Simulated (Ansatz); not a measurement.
## Hypothetical cubic perovskite TlPbF3: F → Cl

The parent structure is TlPbF3 in the cubic perovskite structure (space group Pm-3m, No. 221; a = 4.854 Å; a hypothetical phase, not in the database extracts checked).

The change: Cl takes the place of F on all its sites, then cell and atoms are relaxed.

Computed with Ansatz (a quantum-chemistry and plane-wave program), PBE, PAW, cutoff 420 eV, no spin-orbit coupling. Settings: 6×6×6 k-points, 0.05 eV Fermi–Dirac smearing, for the changed cell.

```json
[
 {"quantity": "volume per atom", "base": "22.88 Å³", "changed": "36.80 Å³", "shift": "+13.92 Å³"},
 {"quantity": "shortest interatomic distance", "base": "4.587 bohr", "changed": "5.374 bohr", "shift": "+0.787 bohr"},
 {"quantity": "band gap", "base": "1.86 eV", "changed": "1.94 eV", "shift": "+0.08 eV"},
 {"quantity": "gap character", "base": "indirect, R → M", "changed": "indirect, R → X", "shift": "–"},
 {"quantity": "electron mass", "base": "–", "changed": "0.47 mₑ along k, 0.85 mₑ across (at X)", "shift": "–"}
]
```

Final structure:

```yaml
crystal:
  lattice:
    - [5.68770, 0.00000, 0.00000]
    - [0.00000, 5.68770, 0.00000]
    - [0.00000, 0.00000, 5.68770]
  atoms:
    - { symbol: Tl, position: [0.00000, 0.00000, 0.00000] }
    - { symbol: Pb, position: [0.50000, 0.50000, 0.50000] }
    - { symbol: Cl, position: [0.00000, 0.50000, 0.50000] }
    - { symbol: Cl, position: [0.50000, 0.50000, 0.00000] }
    - { symbol: Cl, position: [0.50000, 0.00000, 0.50000] }
```

With Pb and Tl present, leaving out spin-orbit coupling can change the band edges. Effective masses come from finite differences of ±0.01 Å⁻¹. Along k means along the line from Γ to the band edge. No phonon test of stability was made. As relaxed here, TlPbCl3 is a hypothetical phase, not in the database extracts checked. Many cubic perovskites are stable only at high temperature; tilts and polar distortions were not tested.
